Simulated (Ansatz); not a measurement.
**NdC₂ (I4/mmm, No. 139)**

Calculation: r²SCAN-D4 (PAW; Ansatz, a quantum-chemistry and plane-wave program).

Settings: plane-wave cutoff 500 eV, 14×14×14 k mesh, Fermi–Dirac smearing 0.05 eV, spin-polarised start, scalar-relativistic PAW data made under PBE.

Cell (relaxed at this level):

```xyz
3
Lattice="-1.9166 1.9166 3.1993 1.9166 -1.9166 3.1993 1.9166 1.9166 -3.1993" Properties=species:S:1:pos:R:3 pbc="T T T"
Nd     0.0000     0.0000     0.0000
C      0.0000     0.0000     2.5563
C      0.0000     0.0000     3.8423
```

* **volume per atom**: 15.67 Å³/atom
* **equilibrium lattice constant a**: 3.833 Å
* **lattice parameter c**: 6.399 Å

Note: the magnetic order was assumed, not searched for or taken from measurement; the 4f shell is treated without U or exact exchange, so its levels and filling can be wrong.

Spin–orbit coupling is not included.

Computed values are for the static lattice.
